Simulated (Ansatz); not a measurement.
Consider Hf in the hcp (Mg type) structure (space group P6_3/mmc, No. 194; a = 3.1581 Å, c = 5.0045 Å; relaxed with 0.1 eV smearing). Axes: x lies along a and z along c of the hexagonal cell.

Level of theory: PBEsol/PAW in Ansatz (a program for electronic structure), spin-orbit coupling left out.

Perturbation: the cell is stretched by 2.50 % along z with no lateral relaxation, atoms relaxed at fixed cell.

Q: Predict the stress tensor and what it implies for the stiffness.

A: Stress of the strained cell less that of the base (GPa, compression positive):
```
   -1.7     0.0     0.0
    0.0    -1.7     0.0
    0.0     0.0    -4.8
```

Then −Δσ_ii/ε with ε = 0.0250 gives secant stiffness values (nonlinear terms included at this strain): C33 ≈ 190 GPa, C13 ≈ 68 GPa and C23 ≈ 68 GPa.

As a check, the harmonic strain energy −½ V₀ Δσ:ε is 8.0 meV/atom; the computed energy rise is 8.2 meV/atom.

No phonon test of stability was made. The final runs are not spin-polarised.
